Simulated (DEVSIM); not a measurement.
Structure: Si p+/n-/n+ power diode, at 250 K.

Layer 1 from the left is Si, thickness (μm) 4.00, Na (cm⁻³) 3.1e18, τn (s) 1.5e-5, τp (s) 1.5e-5. Layer 2 from the left is Si, thickness (μm) 23.0, Nd (cm⁻³) 5.3e14, τn (s) 1.5e-5, τp (s) 1.5e-5. Layer 3 from the left is Si, thickness (μm) 1.30, Nd (cm⁻³) 1.3e18, τn (s) 1.5e-5, τp (s) 1.5e-5.

Left contact: ohmic. Right contact: ohmic. Voltage is applied to the left contact. Recombination: SRH at mid-gap, radiative, Auger. Mobility is μmin + (μ − μmin)/(1 + (N/Nref)^α).

This is a model device: material constants are rounded textbook-type values typed into the input, and sizes, dopings and lifetimes were drawn at random. Values at 300 K; Nc and Nv go as T^1.5, mobilities as T to minus their exponent, the gap by Varshni's rule with the affinity fixed.

Si: gap (eV) 1.124, affinity (eV) 4.05, permittivity 11.7, Nc (cm⁻³) 2.86e19, Nv (cm⁻³) 3.1e19, μn (cm²/Vs) 1417, μp (cm²/Vs) 470, μn,min 52, μp,min 45, Nref,n 9.7e16, Nref,p 2.2e17, αn 0.68, αp 0.72, T exponent of μn 2.3, T exponent of μp 2.2, B (cm³/s) 4.7e-15, Cn (cm⁶/s) 2.8e-31, Cp (cm⁶/s) 9.9e-32, Varshni α (eV/K) 0.000473, Varshni β (K) 636.

DEVSIM, 1D drift-diffusion, Boltzmann statistics, complete ionisation; no tunnelling, impact ionisation, image-force lowering or self-heating.

Question: What does the simulation give for the potential step across the device at zero bias, the dark forward voltage at 100 A/cm², the dark forward voltage at 1 A/cm²?

Answer: potential step across the device at zero bias 1.032 V; dark forward voltage at 100 A/cm² 0.929 V; dark forward voltage at 1 A/cm² 0.817 V.
